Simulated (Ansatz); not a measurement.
# Pressure series in In2Au

The parent structure is In$_{2}$Au (space group Fm-3m, No. 225; a = 6.539 Å).

Cell and atoms are relaxed at each pressure.

Method: plane-wave PAW DFT at the PBEsol level (Ansatz, an electronic-structure program, 420 eV), spin-orbit coupling left out.

Notes on the quantities. enthalpy: H = E + PV relative to the base's energy.

```tsv
change	shortest interatomic distance	enthalpy
base	2.831 Å	–
pressure −2 GPa	2.864 Å	-0.30 eV/atom
pressure −1 GPa	2.847 Å	-0.15 eV/atom
pressure 0.3 GPa	2.827 Å	+0.04 eV/atom
pressure 0.7 GPa	2.822 Å	+0.10 eV/atom
pressure 1.5 GPa	2.812 Å	+0.22 eV/atom
pressure 3 GPa	2.794 Å	+0.43 eV/atom
pressure 5 GPa	…	+0.70 eV/atom
pressure 7.5 GPa	2.752 Å	+1.04 eV/atom
pressure 10 GPa	2.733 Å	+1.37 eV/atom
```

Problem. Some entries are withheld; estimate them.

Solution. 
- pressure 5 GPa, shortest interatomic distance: 2.774 Å

Load acts through the strain it causes; cell and atoms are relaxed under it. Whether these cells are dynamically stable was not tested. No other phases were tried under pressure.
